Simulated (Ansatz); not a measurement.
Cells marked so need not be the phases stable at ambient conditions, and some may be hypothetical.

No gap correction and no spin-orbit coupling; mid-gap values are interpolated between computed energies.

A. LiH₂N (I-4, not sure to be the ambient phase, 16 atoms a cell, 7.8 Å³ an atom), along the normal of (100)
B. MgTe (F-43m, zinc blende, not sure to be the ambient phase, 2 atoms a cell, 33.8 Å³ an atom), along the normal of (111)
C. Na₃Sb (P6_3/mmc, not sure to be the ambient phase, 8 atoms a cell, 29.0 Å³ an atom), along the normal of (100)

Put the candidates in order of mid-gap decay constant of the slowest evanescent state, highest first, for PBEsol in Ansatz (a first-principles code).

A (0.39 1/Å), B (0.15 1/Å), C (0.04 1/Å)
